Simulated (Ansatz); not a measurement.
## A computed series for Ga2O3: response to strain

Base system: Ga2O3 in the corundum structure (space group R-3c, No. 167; a = 4.950 Å, c = 13.306 Å (hexagonal axes)).

Strains are applied to the cell and any free atomic positions relax.

Calculations: Kohn–Sham DFT with the LDA functional, run in Ansatz (a program for electronic structure) with PAW and 420 eV plane waves, no spin-orbit coupling.

Notes on the quantities. pressure: mean of the normal stresses, compression positive; energy relative to the base: free energy F.

```
case                      band gap   pressure   electron mass  energy relative to the base  smallest direct gap
------------------------  --------  ---------  --------------  ---------------------------  -------------------
base                       3.04 eV   0.00 GPa  0.24 mₑ (at Γ)                   0 meV/atom              3.31 eV
isotropic strain −3.00 %   4.09 eV  26.92 GPa  0.29 mₑ (at Γ)                 +64 meV/atom              4.37 eV
isotropic strain −2.25 %   3.82 eV  19.10 GPa  0.28 mₑ (at Γ)                 +35 meV/atom              4.11 eV
isotropic strain −1.50 %   3.55 eV  12.05 GPa  0.27 mₑ (at Γ)                 +15 meV/atom              3.85 eV
isotropic strain −0.75 %   3.29 eV   5.70 GPa  0.26 mₑ (at Γ)                +3.7 meV/atom              3.58 eV
```

Masses are band curvatures over ±0.01 Å⁻¹ around the edge. Stability against distortions was not tested.
